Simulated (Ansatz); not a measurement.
Data:

End structure of a constructed model of the (111) surface of fcc Au, a pseudomorphic layer of Cu in the other hollow (bottom of the slab: a bare face, its two planes held):

```yaml
crystal:
  lattice:
    - [2.93959, 0.00000, 0.00000]
    - [-1.46980, 2.54576, 0.00000]
    - [0.00000, 0.00000, 30.50000]
  atoms:
    - { symbol: Au, position: [0.33333, 0.66667, 0.26676] }
    - { symbol: Au, position: [0.66667, 0.33333, 0.34545] }
    - { symbol: Au, position: [0.00000, 0.00000, 0.42391] }
    - { symbol: Au, position: [0.33333, 0.66667, 0.50267] }
    - { symbol: Au, position: [0.66667, 0.33333, 0.58147] }
    - { symbol: Au, position: [0.00000, 0.00000, 0.66126] }
    - { symbol: Cu, position: [0.66667, 0.33333, 0.72866] }
```

Set-up: 7 atoms, 14.2 Å thick at the start; mesh 15x15x1; 0.1 eV smearing; dipole correction on; 2 atoms held, the rest relaxed; held to the start's symmetry, so lower structures may exist; no spin, no spin-orbit, no U. In PBE it lies 0.02 eV a 1x1 cell over the lowest computed structure of the same composition (a pseudomorphic layer of Cu in the host's stacking).

Q: Give the work function of the top face at the level PBE (Ansatz, an electronic-structure program).

A: 4.45 eV
